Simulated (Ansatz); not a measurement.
Base system: SiO2 (space group P4_12_12, No. 92; a = 5.085 Å, c = 7.100 Å).

Calculations: Ansatz (a quantum-chemistry and plane-wave program) PBE, no spin-orbit coupling.

Base values:

The electron mass comes out as 0.54 mₑ (at Γ) and the lattice parameter a is 5.085 Å.

Perturbation: a hydrostatic pressure of 5 GPa.

Question: Predict the new electron mass and lattice parameter a.

Answer: The electron mass goes from 0.54 mₑ (at Γ) to 0.49 mₑ (at Γ); the lattice parameter a shrinks by 0.303 Å, from 5.085 Å to 4.782 Å.

The levels and masses belong to the bands next to the band gap. Load acts through the strain it causes; cell and atoms are relaxed under it. Masses are band curvatures over ±0.01 Å⁻¹ around the edge. Whether these cells are dynamically stable was not tested. No other phases were tried under pressure.
